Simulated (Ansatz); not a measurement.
The starting structures come from a database of crystals and need not be the phases stable at ambient conditions.

By PBEsol, the system below comes out a metal.

Without scattering a metal conducts by its projected Fermi surface.

Here is the system:

```yaml
crystal:
  lattice:
    - [2.96643, 0.00000, 0.00000]
    - [0.00000, 2.96643, 0.00000]
    - [1.48321, -1.48321, 2.09758]
  atoms:
    - { symbol: V, position: [0.00000, 0.00000, 0.00000] }
    - { symbol: H, position: [0.25000, 0.25000, 0.50000] }
    - { symbol: H, position: [0.75000, 0.75000, 0.50000] }
```

Space group of this cell: Fm-3m, fluorite. The cell is taken as given; by PBEsol its mean pressure is -4.0 GPa.

The current flows along the normal of the first two printed cell vectors, the (001) plane of the conventional cell. No spin-orbit coupling; the value is a mean over 0.1 eV about the Fermi level.

Q: Compute, with Ansatz (a quantum-chemistry and plane-wave program) with PBEsol, the ballistic conductance per area.

A: 1.1 × 10¹⁵ S/m² for both spins.
